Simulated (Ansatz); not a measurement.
Base system: SrTiO₃ in the cubic perovskite structure (space group Pm-3m, No. 221).

```
SrTiO3
1.0
    3.93642     0.00000     0.00000
    0.00000     3.93642     0.00000
    0.00000     0.00000     3.93642
Sr Ti O
1 1 3
Direct
  0.00000   0.00000   0.00000
  0.50000   0.50000   0.50000
  0.50000   0.00000   0.50000
  0.00000   0.50000   0.50000
  0.50000   0.50000   0.00000
```

Level of theory: PBE (Ansatz, a program for electronic structure), without spin-orbit coupling.

Strains are applied to the cell and any free atomic positions relax.

One change was made to it. Results:

```csv
quantity,base,after
energy relative to the base (free energy F),0 meV/atom,+8.0 meV/atom
band gap,1.84 eV,1.77 eV
width of the top valence band,1.01 eV,1.00 eV
```

Q: What was done to the base?
A) isotropic strain +2.40 %
B) isotropic strain +3.00 %
C) isotropic strain +0.60 %
D) isotropic strain +1.20 %

A: D, isotropic strain +1.20 %. For comparison, the energy relative to the base in the other runs: isotropic strain +0.60 % gives +2.1 meV/atom; isotropic strain +2.40 % gives +31 meV/atom; isotropic strain +3.00 % gives +47 meV/atom.

Whether these cells are dynamically stable was not tested. The final runs are not spin-polarised. Many cubic perovskites are stable only at high temperature; tilts and polar distortions were not tested.
